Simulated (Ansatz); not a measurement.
Results of PBE-D4 (Ansatz, a first-principles code, PAW) for B20 (FeSi-type) MnSi.

Settings: plane-wave cutoff 520 eV, 12×12×12 k mesh, Fermi–Dirac smearing 0.05 eV, spin-polarised with parallel moments, scalar-relativistic PAW data made under PBE.

The volume scan:

```csv
V (Å³/atom),E − E_lowest (meV/atom),P (GPa)
10.743,13.14,9.76
10.967,3.16,4.62
11.191,0.00,-0.01
11.415,2.99,-4.20
11.638,11.55,-7.99
```

### Question
Estimate the bulk modulus from the pressures at 10.967 and 11.415 Å³/atom, and compare it with a fit to all energies.

### Answer
B = −V dP/dV. Between V = 10.967 and 11.415 Å³/atom, dP/dV = (-4.20 − (4.62))/(11.415 − 10.967) = -19.7 GPa per Å³/atom; at the midpoint 11.191 Å³/atom this gives B ≈ 220 GPa. The third-order Birch–Murnaghan fit gives V0 = 11.190 Å³/atom, B0 = 220 GPa, B′ = 4.0, which lies within 1 % of that estimate.

Shape and atoms are relaxed at each volume.

Measured, for comparison: bulk modulus 167 GPa (room temperature, no zero-point or thermal correction; as tabulated in Study of the compressibility of FeSi, MnSi, and CoS2 (JETP Letters), abstract); equilibrium volume per atom 11.85 Å³/atom (temperature not stated, no zero-point or thermal correction; as tabulated in Wikipedia's data pages). Computed (rounded) less measured: bulk modulus +32 %, equilibrium volume per atom -5.6 %.

Note: the collinear magnetic order is the start's and need not be the measured one; the bulk modulus comes from volumes at which shape and atoms were relaxed.

The computed numbers hold no vibrational or temperature effects.
